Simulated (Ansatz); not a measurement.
A periodic model of amorphous Al28O42Ta:

```xyz
71
Lattice="9.1954 0.0000 0.0000 0.0000 9.1954 0.0000 0.0000 0.0000 9.1954" Properties=species:S:1:pos:R:3 pbc="T T T"
Al     2.4616     4.6893     0.4316
Al     4.0853     0.9986     5.0705
Al     0.3234     2.3977     8.8629
Al     7.6687     1.4886     6.1982
Al     5.8519     8.6808     7.1175
Al     8.1274     1.2619     1.9294
Al     3.7310     1.8714     8.3645
Al     4.0570     2.5726     2.3305
Al     1.6949     0.5734     1.2574
Al     2.9552     3.3231     5.4214
Al     1.2088     6.7474     2.8675
Al     6.7384     6.2697     4.9615
Al     0.9170     1.4901     4.3087
Al     0.7252     6.1428     7.5342
Al     8.5153     4.5465     1.4067
Al     7.7971     4.0997     6.7517
Al     3.4464     7.3754     8.0751
Al     2.5590     6.2908     5.2026
Al     6.8031     3.3699     3.7598
Al     3.7277     8.2956     2.4980
Al     1.2094     8.5679     5.8381
Al     6.4301     0.0928     3.8019
Al     4.4403     4.6289     7.3835
Al     6.1241     3.2065     0.4507
Al     8.3718     8.6444     8.4525
Al     0.3769     4.7217     4.4003
Al     4.5513     5.6044     2.7635
Al     6.6032     5.9653     8.2809
O      8.3816     4.0225     3.1102
O      0.3497     7.9075     7.3629
O      1.3063     5.3071     6.0914
O      7.4270     1.5801     3.5860
O      7.1002     7.5332     8.9944
O      3.7465     2.1056     6.5416
O      1.0414     7.4269     4.4967
O      3.3917     1.0063     1.7650
O      0.8456     3.9502     0.5667
O      2.7676     7.5778     6.4422
O      3.8993     2.5615     4.0951
O      1.2826     3.1506     4.7804
O      5.8315     5.0748     3.9127
O      3.7555     4.8853     5.7694
O      3.2575     3.7609     8.3586
O      6.8670     9.1366     1.9321
O      8.1036     5.2598     5.3764
O      8.8490     6.4140     1.8289
O      4.9520     7.1050     1.7584
O      9.0587     0.6188     5.4672
O      3.5304     4.3624     1.8712
O      5.9061     0.5198     5.6064
O      6.9855     2.9995     5.5368
O      6.2854     7.0038     6.5339
O      6.7843     5.1127     0.8497
O      8.7468     2.6658     7.2975
O      3.3987     6.6725     3.6374
O      7.9113     2.7019     0.7547
O      4.6906     6.1406     8.3068
O      7.0866     7.5934     3.8524
O      2.3088     0.5687     4.9726
O      5.7692     2.9824     2.2425
O      9.1189     0.4993     0.4476
O      0.6699     1.3130     2.5767
O      2.0924     6.2669     8.7755
O      4.3480     8.9598     8.0901
O      4.6578     9.1351     3.7093
O      8.3849     5.3827     7.9692
O      7.2461     0.4817     7.6249
O      6.1714     4.2394     7.6598
O      2.0426     8.0603     1.8306
O      1.9678     1.5101     8.8645
Ta     7.0294     7.1797     1.8090
```

These are PBE, scalar-relativistic without spin-orbit coupling (plane waves to 420 eV, PAW; Ansatz, a first-principles code) values and carry that method's errors. The usual formal charges leave 5 electrons over, so the level spacing at the Fermi energy parts defect or band states and needn't be the band gap. In the spin-polarised cell the level spacing at the Fermi energy can part levels of unlike spin.

A CHGNet melt-quench gave the starting glass, which DFT then relaxed. O atoms were pushed apart under 1.9 Å during the dynamics, to hinder bonds among them. The hot cell started wider than the set density and was brought back towards it in steps. It is the lowest in DFT energy of 2 quenches. It is a model cell: composition and starting density were chosen by hand, and all elements were melted together. No dispersion term was used. Its density started from a set value of 3.44 and ended at 3.44 g/cm³. The quench (nominally 280 K/ps over its main leg) was far faster than any real one, so the model tends to hold more defects than a real film. A cell of this size samples the disorder only roughly. The volume was held where the preparation left it, at a PBE pressure of 2.3 GPa. Stress components on the final sampling reach 3.8 GPa. On a 2×2×2 Γ-centred mesh force components of up to 0.19 eV/Å stay, since the relaxation ran on the zone centre alone.

Neighbours within Al-Al 2.66 Å, Al-O 2.38 Å, Al-Ta 2.89 Å, O-O 1.58 Å, O-Ta 2.60 Å, Ta-Ta 3.12 Å count as bonded. Two cations that share two anions don't count as bonded, nor two that share one unless they lie closer than Al-Al 2.59 Å, Al-Ta 2.81 Å, Ta-Ta 3.04 Å.

### Question
Give the coordination numbers, mean bond lengths and angles.

### Answer

```yaml
Mean coordination of Al by anions: 4.50 (15 with 4, 12 with 5, 1 with 6)
Mean coordination of O: 3.14 (36 with 3, 6 with 4)
Mean coordination of Ta by anions: 6.00 (1 with 6)
Mean Al-O bond: 1.860 Å (spread 0.100 Å, 126 counted)
Mean O-Ta bond: 2.073 Å (spread 0.108 Å, 6 counted)
Bond angle at Al: mean 107.1°, spread 23.9°
Bond angle at O: mean 114.6°, spread 16.4°
Bond angle at Ta: mean 104.1°, spread 29.6°
```

### Question
List the pairs of like atoms that count as bonded by the rules above.

### Answer
There are none by these rules.
